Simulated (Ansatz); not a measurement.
Si2N2Se (Cmc2₁, No. 36, 10 atoms in the cell; start mp-1245915), treated with PBEsol+SOC (Ansatz, an electronic-structure program, PAW).

Run with plane-wave cutoff 520 eV, 6×6×6 k mesh, Fermi–Dirac smearing 0.01 eV, PAW data made under PBE.

Cell (relaxed with PBEsol):

```cif
data_N4Se2Si4
_chemical_formula_sum 'Si4 Se2 N4'
_space_group_name_H-M_alt 'P 1'
_space_group_IT_number 1
_cell_length_a 6.05517
_cell_length_b 6.05517
_cell_length_c 4.87685
_cell_angle_alpha 90.000
_cell_angle_beta 90.000
_cell_angle_gamma 54.878
loop_
_space_group_symop_operation_xyz
  'x, y, z'
loop_
_atom_site_label
_atom_site_type_symbol
_atom_site_fract_x
_atom_site_fract_y
_atom_site_fract_z
_atom_site_occupancy
Si1 Si 0.45822 0.16719 0.90991 1
Si2 Si 0.54178 0.83281 0.40991 1
Si3 Si 0.83281 0.54178 0.90991 1
Si4 Si 0.16719 0.45822 0.40991 1
Se1 Se 0.21864 0.78136 0.26105 1
Se2 Se 0.78136 0.21864 0.76105 1
N1 N 0.40613 0.14933 0.25637 1
N2 N 0.59387 0.85067 0.75637 1
N3 N 0.85067 0.59387 0.25637 1
N4 N 0.14933 0.40613 0.75637 1
```

Problem. What does this level give for the band gap?

Solution. 
band gap: 2.72 eV (on the SCF k mesh)

Static lattice: no zero-point or thermal effects.

It cost around 6 core-minutes (rough) of CPU time.

A start named mp-… is a Materials Project structure, which need not be a measured phase.
